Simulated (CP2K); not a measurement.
## Worked example: self-consistent single point of SiPb3 (P6_3/mmc, 8 atoms in the cell) in CP2K

Level of theory: PBEsol, GPW, DZVP-MOLOPT-SR-GTH basis, GTH-PBE potentials (GTH_POTENTIALS) (CP2K).

This input was run:

```
&GLOBAL
  PROJECT bulk
  RUN_TYPE ENERGY_FORCE
  PRINT_LEVEL LOW
&END GLOBAL
&FORCE_EVAL
  METHOD Quickstep
  STRESS_TENSOR ANALYTICAL
  &DFT
    BASIS_SET_FILE_NAME BASIS_MOLOPT
    POTENTIAL_FILE_NAME GTH_POTENTIALS
    &QS
      METHOD GPW
      EPS_DEFAULT 1E-10
    &END QS
    &MGRID
      CUTOFF 400
      REL_CUTOFF 40
      NGRIDS 5
    &END MGRID
    &SCF
      SCF_GUESS ATOMIC
      EPS_SCF 1E-6
      MAX_SCF 100
      ADDED_MOS 6
      &DIAGONALIZATION
        ALGORITHM STANDARD
      &END DIAGONALIZATION
      &MIXING
        METHOD BROYDEN_MIXING
        ALPHA 0.3
        NBUFFER 10
      &END MIXING
      &SMEAR ON
        METHOD MARZARI_VANDERBILT
        SIGMA [eV] 0.136
      &END SMEAR
    &END SCF
    &KPOINTS
      SCHEME MACDONALD 4 4 4 0.125 0.125 0.125
    &END KPOINTS
    &XC
      &XC_FUNCTIONAL
        &PBE
          PARAMETRIZATION PBESOL
        &END PBE
      &END XC_FUNCTIONAL
    &END XC
    &PRINT
      &MO
        EIGENVALUES T
        OCCUPATION_NUMBERS T
        NDIGITS 8
        FILENAME mo
        &EACH
          QS_SCF 0
        &END EACH
        ADD_LAST NUMERIC
      &END MO
      &MULLIKEN OFF
      &END MULLIKEN
    &END PRINT
  &END DFT
  &SUBSYS
    &CELL
      ABC 6.88271000 6.88271025 5.49297000
      ALPHA_BETA_GAMMA 90.00000000 90.00000000 119.99999878
      PERIODIC XYZ
    &END CELL
    &COORD
      SCALED
      Si       0.66666700     0.33333300     0.25000000
      Si       0.33333300     0.66666700     0.75000000
      Pb       0.34558000     0.17279000     0.75000000
      Pb       0.65442000     0.82721000     0.25000000
      Pb       0.17279000     0.34558000     0.25000000
      Pb       0.82721000     0.65442000     0.75000000
      Pb       0.82721000     0.17279000     0.75000000
      Pb       0.17279000     0.82721000     0.25000000
    &END COORD
    &KIND Si
      BASIS_SET DZVP-MOLOPT-SR-GTH
      POTENTIAL GTH-PBE-q4
    &END KIND
    &KIND Pb
      BASIS_SET DZVP-MOLOPT-SR-GTH
      POTENTIAL GTH-PBE-q4
    &END KIND
  &END SUBSYS
  &PRINT
    &FORCES ON
    &END FORCES
    &STRESS_TENSOR ON
    &END STRESS_TENSOR
  &END PRINT
&END FORCE_EVAL
```

Log, with long lists cut:

```
 GLOBAL| Method name                                                        CP2K
 GLOBAL| Project name                                                       bulk
 GLOBAL| Run type                                                   ENERGY_FORCE

 TOTAL NUMBERS AND MAXIMUM NUMBERS

  Total number of            - Atomic kinds:                                   2
                             - Atoms:                                          8
                             - Shell sets:                                     8
                             - Shells:                                        40
                             - Primitive Cartesian functions:                 38
                             - Cartesian basis functions:                    112
                             - Spherical basis functions:                    104

  Maximum angular momentum of- Orbital basis functions:                        2
                             - Local part of the GTH pseudopotential:          0
                             - Non-local part of the GTH pseudopotential:      4

 SCF PARAMETERS         Density guess:                                    ATOMIC
                        max_scf:                                             100
                        max_diis:                                              4
                        eps_scf:                                        1.00E-06
                        eps_diis:                                       1.00E-01
                        eps_eigval:                                     1.00E-05
                        level_shift [a.u.]:                             0.000000
                        added MOs                                         6    0
                        Mixing method:                            BROYDEN_MIXING
                                                charge density mixing in g-space
                        Smear method:                         MARZARI_VANDERBILT
                        Smearing width (sigma) [a.u.]:                  5.00E-03
                        Accuracy threshold:                             1.00E-10
                        No outer SCF

 Extrapolation method: initial_guess

 Number of electrons:                                                         32
 Number of occupied orbitals:                                                 16
 Number of molecular orbitals:                                                22

 Number of orbital functions:                                                104
 Number of independent orbital functions:                                    104

 SCF WAVEFUNCTION OPTIMIZATION

  Step     Update method      Time    Convergence         Total energy    Change
     1 NoMix/Diag. 0.30E+00      -     0.44109978       -29.4418381181 -2.94E+01
     2 Broy./Diag. 0.30E+00      -     0.00806369       -29.6324772580 -1.91E-01
     3 Broy./Diag. 0.30E+00      -     0.01396306       -29.2776780780  3.55E-01
     4 Broy./Diag. 0.30E+00      -     0.00533423       -29.1904168945  8.73E-02
     5 Broy./Diag. 0.30E+00      -     0.00024687       -29.1760019120  1.44E-02
     6 Broy./Diag. 0.30E+00      -     0.00020334       -29.1720378987  3.96E-03
     7 Broy./Diag. 0.30E+00      -     0.00006347       -29.1708869520  1.15E-03
     8 Broy./Diag. 0.30E+00      -     0.00000782       -29.1706985122  1.88E-04
     9 Broy./Diag. 0.30E+00      -     0.00000587       -29.1706170286  8.15E-05
    10 Broy./Diag. 0.30E+00      -     0.00000013       -29.1706116286  5.40E-06

  *** SCF run converged in    10 steps ***

  Electronic density on regular grids:        -32.0000000000        0.0000000000
  Core density on regular grids:               31.9999999867       -0.0000000133
  Total charge density on r-space grids:       -0.0000000133
  Total charge density g-space grids:          -0.0000000133

  Overlap energy of the core charge distribution:               0.00000000001462
  Self energy of the core charge distribution:                -64.37201726161372
  Core Hamiltonian energy:                                     12.75989174526365
  Hartree energy:                                              30.66027961393268
  Exchange-correlation energy:                                 -8.21893203762905
  Smearing free energy correction:                              0.00016631091740
  Fermi energy:                                                 0.17133516813926

  Total energy:                                               -29.17061162859163

 ENERGY| Total FORCE_EVAL ( QS ) energy [hartree]            -29.170610874165970

 FORCES| Atomic forces [hartree/bohr]
 FORCES|   Atom     x               y               z               |f|
 FORCES|      1 -1.14237196E-07  7.04023013E-08 -4.94521040E-09   1.34279843E-07
 FORCES|      2  1.08441388E-07 -6.74218804E-08  4.94521714E-09   1.27787714E-07
 FORCES|      3 -4.23453615E-04 -2.44498288E-04  3.00959270E-10   4.88970732E-04
 FORCES|      4  4.23442692E-04  2.44493977E-04 -3.00959769E-10   4.88959117E-04
 FORCES|      5  7.00475811E-09 -4.88959763E-04 -3.00960417E-10   4.88959763E-04
 FORCES|      6 -1.12667791E-08  4.88957342E-04  3.00961753E-10   4.88957343E-04
 FORCES|      7  4.23606245E-04 -2.44505673E-04  3.00962306E-10   4.89106609E-04
 FORCES|      8 -4.23585222E-04  2.44509435E-04 -3.00962066E-10   4.89090282E-04
 FORCES| Sum     4.13225992E-11  1.11527714E-11  7.81571006E-15
 FORCES| Total atomic force                                       4.28011866E-11

 STRESS| Analytical stress tensor [bar]
 STRESS|                        x                   y                   z
 STRESS|      x       -5.79906014527E+03  -2.39531545097E+00   8.53251664444E-09
 STRESS|      y       -2.39531545097E+00  -5.80231869828E+03  -6.52281882931E-09
 STRESS|      z        8.53251664444E-09  -6.52281882931E-09  -7.73514563889E+03
 STRESS| 1/3 Trace                                            -6.44550816082E+03
```

The run converged in 10 iterations.

The starting cell comes from a database of computed structures (which also holds hypothetical and non-ambient phases and stackings), without a prior relaxation at this level. Values carry the incompleteness of an atom-centred basis. The potentials were made for another functional than the one used.

Cost on one core of a shared machine: roughly 60 s.
